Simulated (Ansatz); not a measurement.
Consider MoSe2 in the 2H-MoS2 type structure (space group P6_3/mmc, No. 194; a = 3.228 Å, c = 12.347 Å; layered, stacked along the Cartesian z axis).

Structures relaxed with PBEsol-D3(BJ) (Ansatz, an electronic-structure program; PAW; 420 eV plane waves; no spin-orbit coupling).

Base:

Simulated powder pattern, Cu Kα, λ = 1.54184 Å (kinematic, ideal powder, no thermal factors, no anomalous dispersion; the 8 strongest lines at most, above 2 %, up to 2θ = 90°):

| 2θ (°) | I/Imax (%) | hkl |
|---|---|---|
| 14.35 | 31 | (002) |
| 32.02 | 36 | (100) |
| 38.95 | 100 | (103) |
| 49.23 | 27 | (105) |
| 57.07 | 27 | (110) |
| 71.25 | 16 | (203) |
| 74.75 | 9.0 | (116) |
| 87.44 | 14 | (118) |

Perturbation: full substitution Mo → W; the structure is relaxed again.

### Question
How do the reflections move or split?

### Answer

Simulated powder pattern, Cu Kα, λ = 1.54184 Å (kinematic, ideal powder, no thermal factors, no anomalous dispersion; the 8 strongest lines at most, above 2 %, up to 2θ = 90°):

```tsv
2θ (°)	d (Å)	I/Imax (%)	hkl
14.27	6.207	65	(002)
31.99	2.798	33	(100)
38.86	2.318	100	(103)
49.06	1.857	34	(105)
57.01	1.615	26	(110)
71.14	1.325	17	(203)
74.53	1.273	12	(116)
87.09	1.119	14	(118)
```

The indices refer to each structure's own conventional cell; one index is shown for lines that coincide.

No phonon test of stability was made.
